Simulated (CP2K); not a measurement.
Band structure of KSr3 (Fm-3m, 4 atoms in the cell).

```
CELL_PARAMETERS angstrom
      7.03104     0.00000     0.00000
      3.51552     6.08906     0.00000
      3.51552     2.02969     5.74082
ATOMIC_POSITIONS crystal
  K  0.00000 0.00000 0.00000
  Sr 0.25000 0.25000 0.25000
  Sr 0.75000 0.75000 0.75000
  Sr 0.50000 0.50000 0.50000
```

Computed with LDA (Pade form), GPW, DZVP-MOLOPT-SR-GTH basis, GTH-PADE potentials (GTH_POTENTIALS) (CP2K).

Settings: CUTOFF = 500 Ry; REL_CUTOFF = 60 Ry; SMEAR/METHOD = FERMI_DIRAC; ELECTRONIC_TEMPERATURE = 580.23 K; KPOINTS/SCHEME = MONKHORST-PACK 5 5 5; XC_FUNCTIONAL = PADE; K/BASIS_SET = DZVP-MOLOPT-SR-GTH-q9; K/POTENTIAL = GTH-PADE-q9; Sr/BASIS_SET = DZVP-MOLOPT-SR-GTH-q10; Sr/POTENTIAL = GTH-PADE-q10; METHOD = GPW; EPS_DEFAULT = 1e-10; EXTRAPOLATION = USE_GUESS; NGRIDS = 5.

The starting cell comes from a database of computed structures (which also holds hypothetical and non-ambient phases and stackings), without a prior relaxation at this level. Its lattice was rescaled by a random factor within 2.5 % of one. Values carry the incompleteness of an atom-centred basis.

Levels in eV from the Fermi level, bands 17 to 22:
```tsv
point	17	18	19	20	21	22
Γ	-3.37	0.39	0.39	0.39	0.55	0.55
X	-1.75	-1.57	-0.83	-0.55	0.24	0.24
W	-1.46	-1.39	-1.39	-0.83	0.86	0.86
K	-1.64	-1.56	-1.20	-0.42	0.23	0.83
L	-2.21	-1.84	0.34	0.34	0.43	0.43
U	-1.64	-1.56	-1.20	-0.42	0.23	0.83
```

Bands cross the Fermi level along this path, so the cell is metallic at this level.

Higher empty bands are left out: an atom-centred basis made for the valence describes them poorly.
